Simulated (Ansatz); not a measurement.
The parent structure is Ti in the hcp (Mg type) structure (space group P6_3/mmc, No. 194; a = 2.937 Å, c = 4.641 Å; relaxed with 0.1 eV smearing). Axes: x lies along a and z along c of the hexagonal cell.

Structures relaxed with r2SCAN (Ansatz, a program for electronic structure), without spin-orbit coupling, earlier PAW set.

Base:

Simulated powder pattern, Cu Kα1, λ = 1.54056 Å (kinematic, ideal powder, no thermal factors, no anomalous dispersion; the 8 strongest lines at most, above 2 %, up to 2θ = 90°):

```tsv
2θ (°)	I/Imax (%)	hkl
35.26	25	(100)
38.77	25	(002)
40.41	100	(101)
53.40	14	(102)
63.28	15	(110)
71.30	15	(103)
76.75	16	(112)
77.81	12	(201)
```

Modification: biaxial strain +0.97 %, plane normal [001], relaxed out of plane (Cartesian); in-plane vectors clamped, the third vector and the atoms free.

Problem. Predict the new powder pattern.

Solution. 
Simulated powder pattern, Cu Kα1, λ = 1.54056 Å (kinematic, ideal powder, no thermal factors, no anomalous dispersion; the 8 strongest lines at most, above 2 %, up to 2θ = 90°):

```tsv
2θ (°)	d (Å)	I/Imax (%)	hkl
34.91	2.568	25	(100)
39.08	2.303	24	(002)
40.17	2.243	100	(101)
53.39	1.715	13	(102)
62.60	1.483	16	(110)
71.53	1.318	15	(103)
76.32	1.247	16	(112)
77.04	1.237	12	(201)
```

The indices refer to the base's conventional cell; one index is shown for lines that coincide.

No phonon test of stability was made. The final runs are not spin-polarised.
